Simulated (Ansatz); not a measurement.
**Fluorite HfO₂ (high-temperature phase)**

These are revPBE (plane waves, PAW; Ansatz, a first-principles code) values and carry that method's errors.

Run with plane-wave cutoff 520 eV, 12×12×12 k mesh, Fermi–Dirac smearing 0.01 eV, scalar-relativistic PAW data made under PBE.

Cell (relaxed at this level):

HfO₂ is taken in the cubic space group Fm-3m (No. 225), the fluorite structure, Pearson symbol cF12. Conventional cell: a = 5.123 Å, b = 5.123 Å, c = 5.123 Å, α = 90.00°, β = 90.00°, γ = 90.00°. Hf on 4a is coordinated by 8 O at 2.218 Å (cubic). O on 8c sees 4 Hf at 2.218 Å (tetrahedral). (Neighbours: up to the widest gap in distance over summed covalent radii, below 1.35, at either atom; cation-cation and far metal-metal contacts left out.)
(The calculation used a cell of 3 atoms; values per cell refer to that cell.)

For fluorite HfO₂ (high-temperature phase), the bulk modulus is 236 GPa and the band gap is 3.79 eV. The Γ–Γ gap is 4.47 eV. The pressure derivative B′ of the bulk modulus comes out as 4.2.

Measured, for comparison: bulk modulus 242 ± 16 GPa (room temperature, not corrected to a static lattice, nanocrystalline cubic HfO2, second-order Birch-Murnaghan; as tabulated in High-pressure structural stability, equation of state, and thermal expansion …). Computed (rounded) less measured: bulk modulus -2 % (inside the measured uncertainty).

Note: symmetry holds this phase in the static calculation, where it need not be a minimum; held by symmetry at 0 K, a high-temperature phase can be a saddle point.

Spin–orbit coupling is not included.

The computed numbers hold no vibrational or temperature effects.
